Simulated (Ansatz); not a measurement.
**Hexagonal WC**

Level of theory: RPBE (Ansatz, a quantum-chemistry and plane-wave program, PAW).

Run with plane-wave cutoff 520 eV, 24×24×22 k mesh (along the axes of the cell as run), Fermi–Dirac smearing 0.052 eV (set by the program), no spin polarisation, scalar-relativistic PAW data made under PBE.

Cell: relaxed at this level.

```json
{
  "elastic constant C11": "682 GPa",
  "elastic constant C12": "216 GPa",
  "elastic constant C13": "164 GPa",
  "elastic constant C33": "915 GPa",
  "elastic constant C44": "292 GPa",
  "elastic constant C66": "233 GPa",
  "Voigt–Reuss–Hill bulk modulus": "372 GPa",
  "Voigt–Reuss–Hill shear modulus (Hill average)": "276 GPa",
  "young_modulus": "663 GPa",
  "poisson_ratio": "0.203"
}
```

Elastic constants are with the ions relaxed.

Spin–orbit coupling is not included.
